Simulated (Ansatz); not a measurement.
A user runs Ansatz (a quantum-chemistry and plane-wave program) on La2Bi (P1, 6 atoms in the cell) and asks whether the run is sound. The aim is a self-consistent single point with DFT, r2SCAN, plane waves, default PAW files made with PBE.

Cell that was meant: a = 9.9456 Å, b = 9.9456 Å, c = 9.9456 Å, α = 152.66°, β = 152.66°, γ = 39.04°.

Part of the input:

Ansatz 0.2 input:
```yaml
    - { symbol: Bi, position: [0.86829100, 0.88704800, 0.02744800] }
    - { symbol: Bi, position: [0.14309000, 0.13680900, -0.00015200] }
basis:
  ecutwfc: 60
kpoints:
  mp_grid:
    grid: [5, 5, 6]
```

Output (repeated stretches shortened):

```
   [... lines left out ...]
PAW frozen core: Bi, regenerated for the run's functional
Initial density: superposition of atomic densities (neutral atoms: chi_scale 0, normalization atom), corrected by the library's trained network
Initial wavefunctions: pseudopotential atomic-orbital guess
Eigensolver: davidson
Functional: x = r2scan, c = r2scan; τ floored in thin density (d = 2e-4 eV/Å³)
SCF iter   1: F=—  HF=-49251.738182 eV  |F-HF|=—  |Δ(HF+E_count)|=         —  Δρ=5.94e-1  dr2=1.30e3  dr2_τ=2.09e1  ethr=1.77e-3  ⟨swp⟩=8.3  Hψ=19286  notcnv=0
all-band conjugate gradients solve this SCF's bands
preconditioner: auto → Kerker (q_TF=auto, 2.298 Å⁻¹)
SCF iter   2: F=—  HF=-48909.655043 eV  |F-HF|=—  |Δ(HF+E_count)|=    3.42e2  Δρ=3.43e-1  dr2=3.26e2  dr2_τ=9.73e-1  ethr=1.77e-3  ⟨swp⟩=5.9  Hψ=15746  notcnv=0  defer=137
   [... lines left out ...]
SCF iter   9: F=—  HF=-48754.109282 eV  |F-HF|=—  |Δ(HF+E_count)|=   5.94e-6  Δρ=1.46e-5  dr2=1.17e-6  dr2_τ=1.66e-8  ethr=2.41e-8  ⟨swp⟩=2.1  Hψ=4413  notcnv=0  defer=135
SCF iter  10: F=—  HF=-48754.109282 eV  |F-HF|=—  |Δ(HF+E_count)|=   1.86e-7  Δρ=5.78e-6  dr2=1.96e-7  dr2_τ=2.09e-9  ethr=1.35e-10  ⟨swp⟩=16.3  Hψ=18087  notcnv=0
SCF iter  11: F=-48754.109282 eV  HF=-48754.109282 eV  |F-HF|=2.89e-9  |Δ(HF+E_count)|=   1.81e-9  Δρ=1.67e-6  dr2=1.64e-8  dr2_τ=1.84e-10  ethr=1.35e-10  ⟨swp⟩=3.3  Hψ=9375  notcnv=0
SCF 1 converged in 11 iterations: F = -48754.109282 eV  dr2 = 1.64e-8
Free energy (F): -48754.109282 eV
Internal energy: -48754.101880 eV  (E = F + TS)
E sigma→0 (E₀):  -48754.105581 eV
Entropy (-TS):   -0.007402 eV (-1.234 meV/atom)
Fermi energy:    15.843074 eV
--- Forces (eV/Å), atoms counted from 1 ---
  atom   1  La    -0.26656547    -0.07564468    -0.07752053
  atom   2  La     0.18772241     0.10169317    -0.11777878
  atom   3  La    -0.08648415    -0.00759761     0.41822330
  atom   4  La     0.39405551     0.06684385     0.03459896
  atom   5  Bi    -0.18468565    -0.04338915    -1.32831702
  atom   6  Bi    -0.04173453    -0.04204189     1.07574125
--- Stress (GPa, compression-positive) ---
       19.146840      -0.313326       0.161952
       -0.313326      19.590515       0.332998
        0.161952       0.332998      20.013542
  P = ⅓ Tr σ = 19.5836 GPa (195.836 kbar)
  The stress holds the Pulay correction. Without it, at fixed plane waves, as pw.x and ABINIT print it: P = -249.3459 GPa
```

**Question.** Is anything amiss in this input, and did it matter?

**Answer.** The run is not sound. The fault is this: a cutoff meant in Ry typed as a bare number, read as eV. A bare number is read in the key's own unit, and eV, Ry (13.6 eV) and Ha (27.2 eV) lie far apart, so the setting ends up far from the one that was meant. To fix it, convert the value to the unit that the key expects. The run converged in 11 iterations without an error; against the sound input the free energy rises by 189 eV/atom, the pressure goes from -0.14 to 19.58 GPa and the largest force goes from 0.660 to 1.342 eV/Å. At a fixed set of plane waves, without the program's Pulay estimate, the pressure is -249.35 GPa against -0.17 GPa.

An input that runs soundly differs in these lines (not the only fix; some lines may just follow from the change or write a value another way):
```diff
-  ecutwfc: 60
+  ecutwfc: 500.0
```

With that input, the run converged in 9 iterations: free energy E − TS (on the zero of these files) -49886.1999 eV; Fermi level (on the code's own zero) 11.50 eV; pressure -0.14 GPa; largest force (vector length) 0.660 eV/Å (DFT, r2SCAN, plane waves, default PAW files made with PBE).

On the sound input: the starting cell comes from a database of computed structures (which also holds hypothetical and non-ambient phases and stackings), without a prior relaxation at this level. Its atoms were displaced at random from the sites of space group no. 139. Ansatz's pressure includes its estimate of the finite-basis (Pulay) stress.
